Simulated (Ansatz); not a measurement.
# A computed series for PtS2: pressure series

Start from PtS2 in the CdI2 type structure (space group P-3m1, No. 164; a = 3.5523 Å, c = 5.1280 Å; layered, stacked along the Cartesian z axis).

Cell and atoms are relaxed at each pressure.

All numbers come from r2SCAN+rVV10 (Ansatz, a first-principles code), no SOC.

Base values:

```
Property   Result
--------  -------
Band gap  0.80 eV
```

### Question
The aim is a band gap between 1.02 eV and 1.12 eV. Which of these changes reaches it?
A. pressure 5 GPa
B. pressure 0.7 GPa
C. pressure 1.5 GPa
D. pressure −1 GPa

### Answer
D, pressure −1 GPa. It gives 1.07 eV; pressure 5 GPa gives zero; pressure 1.5 GPa gives 0.46 eV; pressure 0.7 GPa gives 0.61 eV. Changes not listed may reach it too

The mesh was chosen for an insulator and is coarse for the gapless case. With Pt present, leaving out spin-orbit coupling can change the band edges. Load acts through the strain it causes; cell and atoms are relaxed under it. Stability against distortions was not tested. No other phases were tried under pressure. All final runs are without spin polarisation. A zero or small gap of PtS2 under pressure 5 GPa can be the functional's error rather than a property of the material.
